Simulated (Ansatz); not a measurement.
The starting structures come from a database of crystals and need not be the phases stable at ambient conditions.

The decay constant κ of evanescent states in the gap governs leakage through a thin film.

Consider the following.

```
CELL_PARAMETERS angstrom
      3.14031     0.00000     0.00000
      0.00000     3.14031     0.00000
      1.57016     1.57016     2.17699
ATOMIC_POSITIONS crystal
  Si 0.75000 0.25000 0.50000
  C  0.00000 0.00000 0.00000
```

The cell is strained (lengths across the current scaled by 1.02, ions clamped); by r2SCAN it stands under a pressure of -8.0 GPa.

Transport runs along the normal of the first two printed cell vectors, the (001) (indices of the unstrained crystal) plane of the conventional cell.

The gap is the functional's own. No spin-orbit coupling. Mid-gap values are those at the computed energy nearest the middle.

**Question.** State the band gap and the smallest decay constant κ at mid-gap according to r2SCAN (Ansatz, a first-principles code).

**Answer.** Gap 1.53 eV on a 14×14×14 mesh; κ = 0.218 1/Å, at (0.500, 0.500) of the in-plane reciprocal vectors. At the zone centre the slowest state has κ = 0.24 1/Å.
